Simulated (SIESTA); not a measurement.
Worked example: self-consistent single point of YInCu4 (F-43m, 6 atoms in the cell) in SIESTA.

Level of theory: GGA PBEsol, numerical atomic orbitals DZP, PseudoDojo PBEsol standard norm-conserving potentials (rewritten from UPF to PSML) (SIESTA).

The change in words: lattice scaled by 0.98. Reference geometry:
```
CELL_PARAMETERS angstrom
      0.00000     3.52615     3.52615
      3.52615     0.00000     3.52615
      3.52615     3.52615     0.00000
ATOMIC_POSITIONS crystal
  Y  0.00000 0.00000 0.00000
  In 0.75000 0.75000 0.75000
  Cu 0.37533 0.37533 0.37533
  Cu 0.87401 0.37533 0.37533
  Cu 0.37533 0.37533 0.87401
  Cu 0.37533 0.87401 0.37533
```

Reference input (self-consistent single point, DFT, GGA PBEsol, numerical atomic orbitals DZP, PseudoDojo PBEsol standard norm-conserving potentials (rewritten from UPF to PSML)): XC.functional = GGA; XC.authors = PBEsol; potentials = PseudoDojo PBEsol standard; PAO.BasisSize = DZP; PAO.EnergyShift = 0.005 Ry; MeshCutoff = 300 Ry; kgrid.MonkhorstPack = 9 9 9; OccupationFunction = MP; OccupationMPOrder = 0; ElectronicTemperature = 0.272 eV; MaxSCFIterations = 150; SCF.Mixer.Method = Pulay. This run's input differs from it in these lines:

```diff
@@ -13,5 +13,5 @@
 %block LatticeVectors
-     0.000000000    3.526153000    3.526153000
-     3.526153000    0.000000000    3.526153000
-     3.526153000    3.526153000    0.000000000
+     0.000000000    3.455630000    3.455630000
+     3.455630000    0.000000000    3.455630000
+     3.455630000    3.455630000    0.000000000
 %endblock LatticeVectors
@@ -20,7 +20,7 @@
      0.000000000    0.000000000    0.000000000  1
-     5.289229500    5.289229500    5.289229500  2
-     2.646942011    2.646942011    2.646942011  3
-     2.646942011    4.405363989    4.405363989  3
-     4.405363989    4.405363989    2.646942011  3
-     4.405363989    2.646942011    4.405363989  3
+     5.183445000    5.183445000    5.183445000  2
+     2.594003216    2.594003216    2.594003216  3
+     2.594003216    4.317256784    4.317256784  3
+     4.317256784    4.317256784    2.594003216  3
+     4.317256784    2.594003216    4.317256784  3
 %endblock AtomicCoordinatesAndAtomicSpecies
```

The program printed (abridged):

```
        iscf     Eharris(eV)        E_KS(eV)     FreeEng(eV)     dDmax    Ef(eV) dHmax(eV)
   scf:    1   -22729.965121   -23284.480224   -23284.805485  3.571760  0.160513 52.876880
   scf:    2   -23468.396508   -23523.193702   -23523.201426  2.709353 -3.335238 12.061470
   scf:    3   -23536.140657   -23530.539036   -23530.546570  0.203890 -3.226181  7.392342
   scf:    4   -23496.460286   -23522.648174   -23522.700434  0.413839 -3.103791 10.510363
   scf:    5   -23537.486770   -23533.126194   -23533.146725  0.278175 -3.410562  1.750675
   [... 3 lines left out ...]
   scf:    9   -23533.403157   -23533.398296   -23533.414851  0.007062 -3.465341  0.032546
   scf:   10   -23533.398559   -23533.398448   -23533.414940  0.000559 -3.465620  0.008475
   scf:   11   -23533.398513   -23533.398483   -23533.414947  0.000250 -3.465857  0.000739
   scf:   12   -23533.398485   -23533.398484   -23533.414947  0.000034 -3.465872  0.000430
SCF Convergence by DM+H criterion
max |DM_out - DM_in|         :     0.0000341963
max |H_out - H_in|      (eV) :     0.0004297554
SCF cycle converged after 12 iterations

Using DM_out to compute the final energy and forces

siesta: E_KS(eV) =           -23533.3985

siesta: E_KS - E_eggbox =    -23533.3985

siesta: Atomic forces (eV/Ang):
     1    0.000045    0.000045    0.000045
     2   -0.000077   -0.000077   -0.000077
     3    0.019851    0.019851    0.019851
     4    0.019866   -0.019841   -0.019841
     5   -0.019841   -0.019841    0.019866
     6   -0.019841    0.019866   -0.019841
   Tot    0.000001    0.000001    0.000001
   Max    0.019866
   Res    0.016207    sqrt( Sum f_i^2 / 3N )
   Max    0.019866    constrained

   [... lines left out ...]
siesta: FreeEng =    -23533.414947
   [... lines left out ...]
siesta:    -0.081796   -0.000363   -0.000363
siesta:    -0.000363   -0.081796   -0.000363
siesta:    -0.000363   -0.000363   -0.081796

siesta: Cell volume =         82.529973 Ang**3

siesta: Pressure (static):
siesta:                Solid            Molecule  Units
siesta:           0.00089087          0.00089994  Ry/Bohr**3
siesta:           0.08179608          0.08262850  eV/Ang**3
siesta:         131.05176451        132.38545113  kBar
```

The run converged in 12 iterations. Against the reference run the free energy rises by 42.9 meV/atom, the pressure goes from 3.44 to 13.11 GPa and the largest force goes from 0.015 to 0.034 eV/Å.

The starting cell comes from a database of computed structures (which also holds hypothetical and non-ambient phases and stackings), without a prior relaxation at this level. Its lattice was rescaled by a random factor within 2.5 % of one. For this run, on top of that: lattice scaled by 0.98. Spin polarisation is off. Values carry the incompleteness of an atom-centred basis. With a pressure of about 13 GPa the cell is away from its equilibrium volume at this level.

Cost on one core of a shared machine: roughly 3 min.
